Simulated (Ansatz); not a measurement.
# What Si → Pb does to TiSi2

Start from TiSi$_{2}$ (space group Fddd, No. 70; a = 4.7791 Å, b = 8.2295 Å, c = 8.5206 Å).

One thing is altered: Pb takes the place of Si on all its sites; the structure is relaxed again.

Method: Ansatz (a quantum-chemistry and plane-wave program), r2SCAN, PAW, cutoff 500 eV, without spin-orbit coupling. k-mesh 10×10×10 (Γ-centred); smearing 0.05 eV (Fermi–Dirac), for the changed cell.

```json
[
 {"quantity": "volume per atom", "base": "13.96 Å³", "changed": "24.01 Å³", "shift": "+10.05 Å³"},
 {"quantity": "density", "base": "4.12 g/cm³", "changed": "10.66 g/cm³", "shift": "+6.532 g/cm³"},
 {"quantity": "space group", "base": "Fddd (No. 70)", "changed": "Fddd (No. 70)", "shift": "–"},
 {"quantity": "shortest interatomic distance", "base": "2.519 Å", "changed": "2.916 Å", "shift": "+0.3963 Å"},
 {"quantity": "band gap", "base": "zero", "changed": "zero", "shift": "–"}
]
```

Cost of the whole job for the changed cell (relaxation, final SCF and bands): about 18 core-minutes (a rough figure).

Whether these cells are dynamically stable was not tested. As relaxed here, TiPb2 is a hypothetical phase, not in the database extracts checked. All final runs are without spin polarisation. TiPb2 has a high density of states at the Fermi level and may be magnetic at this level.
